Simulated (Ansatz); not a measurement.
A series of runs on Na₂InHgF₆ (Fm-3m, 10 atoms in the cell)

```yaml
crystal:
  lattice:
    - [0.00000, 4.55848, 4.55848]
    - [4.55848, 0.00000, 4.55848]
    - [4.55848, 4.55848, 0.00000]
  atoms:
    - { symbol: Na, position: [0.25000, 0.25000, 0.25000] }
    - { symbol: Na, position: [0.75000, 0.75000, 0.75000] }
    - { symbol: In, position: [0.00000, 0.00000, 0.00000] }
    - { symbol: Hg, position: [0.50000, 0.50000, 0.50000] }
    - { symbol: F, position: [0.23105, 0.23105, 0.76895] }
    - { symbol: F, position: [0.76895, 0.76895, 0.23105] }
    - { symbol: F, position: [0.76895, 0.23105, 0.23105] }
    - { symbol: F, position: [0.23105, 0.76895, 0.76895] }
    - { symbol: F, position: [0.23105, 0.76895, 0.23105] }
    - { symbol: F, position: [0.76895, 0.23105, 0.76895] }
```

Base run A: PBEsol, default PAW files made with PBE run with Ansatz (a quantum-chemistry and plane-wave program), self-consistent single point.

Its settings: basis.ecutwfc = 420 eV; kpoints.mp_grid.grid = 4 4 4; hamiltonian.xc = pbesol; hamiltonian.pseudopotentials = {kind: paw} (the program's default PAW files); scf.occupations.method = methfessel_paxton; scf.occupations.width = 0.136 eV.

The starting cell comes from a database of computed structures (which also holds hypothetical and non-ambient phases and stackings), without a prior relaxation at this level. Its lattice was rescaled by a random factor within 2.5 % of one. Spin-orbit coupling is off. Ansatz's pressure includes its estimate of the finite-basis (Pulay) stress.

ΔF is the free energy per atom less that of run A. 

Runs:
- B: scf.mixing.preconditioner: default (the program chose LDOS) → none
- C: scf.mixing.preconditioner: default (the program chose LDOS) → kerker
- D: scf.mixing.preconditioner: default (the program chose LDOS) → kerker_dos
- E: scf.mixing.preconditioner: default (the program chose LDOS) → resta; scf.mixing.eps_inf: default → 3
- F: scf.mixing.preconditioner: default (the program chose LDOS) → ldos
- G: scf.mixing.preconditioner: default (the program chose LDOS) → local_kerker
- H: scf.mixing.preconditioner: default (the program chose LDOS) → kerker; scf.mixing.q_tf: default → 0.2
- I: scf.mixing.preconditioner: default (the program chose LDOS) → kerker; scf.mixing.q_tf: default → 0.5
- J: scf.mixing.preconditioner: default (the program chose LDOS) → kerker; scf.mixing.q_tf: default → 1.5

```csv
run,ΔF (meV/atom),pressure (GPa),largest force (eV/Å),iterations
A,0.00,-2.35,0.172,8
B,0.00,-2.35,0.172,7
C,0.00,-2.35,0.172,9
D,0.00,-2.35,0.172,7
E,0.00,-2.35,0.172,7
F,0.00,-2.35,0.172,8
G,0.00,-2.35,0.172,7
H,0.00,-2.35,0.172,7
I,0.00,-2.35,0.172,6
J,0.00,-2.35,0.172,7
```

Runs B, C, D, E, F, G, H, I, J gave the same state as A (within 1 meV/atom). The fewest iterations to that state were 6 (I); the most were 9.

Keys are those of Ansatz 0.2.
